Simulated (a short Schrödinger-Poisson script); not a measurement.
Structure: MOS inversion layer, SiO2 on p-type Si(100), at 300 K.

```
layer  material  thickness (nm)  Na (cm⁻³)
-----  --------  --------------  ---------
1          SiO2             1.7          -
2            Si             300       2e18
```

The device is made up for the run: typed textbook-type constants, with dimensions and the other settings drawn at random. SiO2: permittivity 3.9, conduction-band edge (eV) 3.15, gap (eV) 9, electron mass (mₑ) 0.5. Si: permittivity 11.7, conduction-band edge (eV) 0, gap (eV) 1.124, Nv at 300 K (cm⁻³) 3.1e19.

Channel valleys (confinement mass, in-plane density-of-states mass, number): Δ2 0.916, 0.19, 2; Δ4 0.19, 0.417, 4. At the gate the conduction-band edge of layer 1 lies 3.19 eV − eVg above the Fermi level of the channel; the field vanishes at the back. Gaps are held at their typed values at every temperature. Mesh 0.03 nm at interfaces.

From a short Schrödinger-Poisson script (our own, NumPy): 1D Poisson equation in equilibrium, electrons quantum, Hartree (BenDaniel-Duke, 12 states a valley, the channel's in-plane mass for all, wave functions ending at the dielectric), parabolic valleys, classical holes, full ionisation, no traps, pinning or gate leakage.

The same stack at other levels of the model or other numerical settings:

| run | sheet density of all electrons at Vg = 1.15 V (cm⁻²) | sheet density of all electrons at Vg = 0.55 V (cm⁻²) | capacitance at Vg = 1.15 V (μF/cm²) | centroid of the channel electrons at Vg = 1.15 V (nm) | rough cost against the base |
|---|---|---|---|---|---|
| base | 5.41e12 | 2.04e11 | 1.61 | 1.20 | about 1 |
| electrons treated as classical, Boltzmann | [?] | [?] | 1.91 | 0.26 | 0.04 |
| electrons treated as classical, Fermi-Dirac | 7.35e12 | 1.10e12 | [?] | 0.39 | 0.2 |
| mesh six times as coarse | 5.41e12 | 2.05e11 | 1.61 | 1.19 | 0.3 |
| one subband a valley | 5.40e12 | 2.02e11 | 1.61 | 1.19 | 0.5 |

### Question
Fill in the missing entries.

### Answer

- electrons treated as classical, Boltzmann, sheet density of all electrons at Vg = 1.15 V (cm⁻²): 7.87e12
- electrons treated as classical, Fermi-Dirac, capacitance at Vg = 1.15 V (μF/cm²): 1.79
- electrons treated as classical, Boltzmann, sheet density of all electrons at Vg = 0.55 V (cm⁻²): 1.16e12

The classical rows ignore confinement, and Boltzmann statistics overrate the density once the band edge passes the Fermi level.
